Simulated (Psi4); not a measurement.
Psi4 1.11, HF/cc-pvtz: heptafluorocyclopentane (FC1CC(F)(F)C(F)(F)C1(F)F), 15 atoms. The geometry is a generated start, not checked to be a minimum at this level.

```json
{
 "task": "energy",
 "method": "scf",
 "basis": "cc-pvtz",
 "scf_type": "df (default)",
 "guess": "auto, which took SAD (default)",
 "diis_max_vecs": "10 (default)",
 "scf_initial_accelerator": "adiis (default)",
 "e_convergence": "1e-06 (default)",
 "d_convergence": "1e-06 (default)",
 "basis_functions": "402"
}
```

On 4 threads. Build: conda-forge: OpenMP (LLVM), MKL, Libint2. Each setting ran once; only counts and results are compared.

Values of memory tried: 8 GB, 4 GB, 2 GB, 1 GB, 0.5 GB, 0.3 GB.

Problem. How low can the memory setting go, and what changes on the way?

Solution. It runs down to 0.3 GB, the lowest tried, with the same result. At 8 GB: SCF: fitted integrals in core. From 0.5 GB down: SCF: fitted integrals on disk.

```csv
memory,path,peak memory
8 GB,SCF: fitted integrals in core,1.9 GiB
4 GB,SCF: fitted integrals in core,1.9 GiB
2 GB,SCF: fitted integrals in core,1.6 GiB
1 GB,SCF: fitted integrals in core,1.0 GiB
0.5 GB,SCF: fitted integrals on disk,0.64 GiB
0.3 GB,SCF: fitted integrals on disk,0.50 GiB
```

Peak memory is the kernel's count for the largest process, libraries included and scratch files not. The peak passes the setting at 1 GB, 0.5 GB, 0.3 GB: it is no hard cap.
